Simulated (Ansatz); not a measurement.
# A computed series for SrTiO3: response to strain

The parent structure is SrTiO3 in the cubic perovskite structure (space group Pm-3m, No. 221; a = 3.8911 Å).

Strains are applied to the cell and any free atomic positions relax.

The values are results of Kohn–Sham DFT with the PBEsol functional, run in Ansatz (a quantum-chemistry and plane-wave program) with PAW and 420 eV plane waves, no spin-orbit coupling, not measurements.

Notes on the quantities. energy relative to the base: free energy F.

| isotropic strain (%) | energy relative to the base (meV/atom) |
|---|---|
| -3 | 61.3 |
| -2.4 | 38.4 |
| -1.2 | 9.2 |
| -0.6 | ? |
| 0 | 0.0 |

Fit ΔE = Aε² + Bε³ (ε in %) to the rows shown and predict the withheld row.

Least squares on the printed values gives A = 6.10 and B = -0.24 meV/atom (largest residual 0.0 meV/atom); this predicts 2.2 meV/atom, and the run gives 2.2 meV/atom, in agreement.

No phonon test of stability was made. The final runs are not spin-polarised. Many cubic perovskites are stable only at high temperature; tilts and polar distortions were not tested.
